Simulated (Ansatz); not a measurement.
Band structure of CaGaCu (C2/m, 6 atoms in the cell).

```
CELL_PARAMETERS angstrom
      4.91086    -2.15939     0.00000
      4.91086     2.15939     0.00000
     -4.79041     0.00000     5.15458
ATOMIC_POSITIONS crystal
  Ca 0.44423 0.44423 0.69054
  Ca 0.55577 0.55577 0.30946
  Ga 0.17032 0.17032 0.10330
  Ga 0.82968 0.82968 0.89670
  Cu 0.83586 0.83586 0.26726
  Cu 0.16414 0.16414 0.73274
```

Method: LDA (PW92), PAW files made with PBE (plane waves; Ansatz, a first-principles code).

Settings: kpoints.mp_grid.grid = 4 4 3; hamiltonian.xc = lda; hamiltonian.pseudopotentials = {kind: paw} (the program's default PAW files); scf.occupations.method = gaussian; scf.occupations.width = 0.0147 Ry; kpoints.band_path.path = [[-0.5, -0.5, 0.5], [0.0, 0.0, 0.0], [0.0, 0.0, -0.5]]; kpoints.band_path.npoints = 8.

The starting cell comes from a database of computed structures (which also holds hypothetical and non-ambient phases and stackings), without a prior relaxation at this level. Its lattice was rescaled by a random factor within 2.5 % of one. Spin polarisation is off.

Levels in eV from the Fermi level, bands 39 to 46:
```json
[
 {"point": "X", "39": "-1.37", "40": "-0.89", "41": "-0.78", "42": "-0.28", "43": "0.87", "44": "1.45", "45": "1.99", "46": "2.00"},
 {"point": "Γ", "39": "-2.22", "40": "-1.10", "41": "-0.83", "42": "-0.10", "43": "0.07", "44": "1.01", "45": "2.12", "46": "2.32"},
 {"point": "Y", "39": "-1.69", "40": "-1.39", "41": "-0.39", "42": "-0.27", "43": "0.84", "44": "1.34", "45": "1.46", "46": "2.48"}
]
```

Bands cross the Fermi level along this path, so the cell is metallic at this level.

Keys are those of Ansatz 0.2.
